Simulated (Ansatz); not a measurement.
**GaAs: pressure series**

Take GaAs in the zinc blende structure (space group F-43m, No. 216; a = 5.659 Å) as the base.

Cell and atoms are relaxed at each pressure.

Level of theory: PBEsol (Ansatz, a program for electronic structure; PAW; 420 eV plane waves; no spin-orbit coupling).

Candidates:
(a) pressure 0.9 GPa
(b) pressure −2 GPa
(c) pressure 22.5 GPa
(d) pressure 15 GPa
(e) pressure 9 GPa

For the base:

| Quantity | Value |
|---|---|
| Band gap | 0.42 eV |

### Question
Order them by band gap, lowest first.

### Answer
(b) pressure −2 GPa (0.19 eV), (a) pressure 0.9 GPa (0.51 eV), (c) pressure 22.5 GPa (0.90 eV), (d) pressure 15 GPa (1.03 eV), (e) pressure 9 GPa (1.14 eV)

Load acts through the strain it causes; cell and atoms are relaxed under it. Stability against distortions was not tested. Measured, GaAs leaves this structure (for a Cmcm phase) near 15 GPa (room temperature; as listed in arXiv:1906.07825). A zero or small gap of GaAs under pressure −2 GPa can be the functional's error rather than a property of the material.
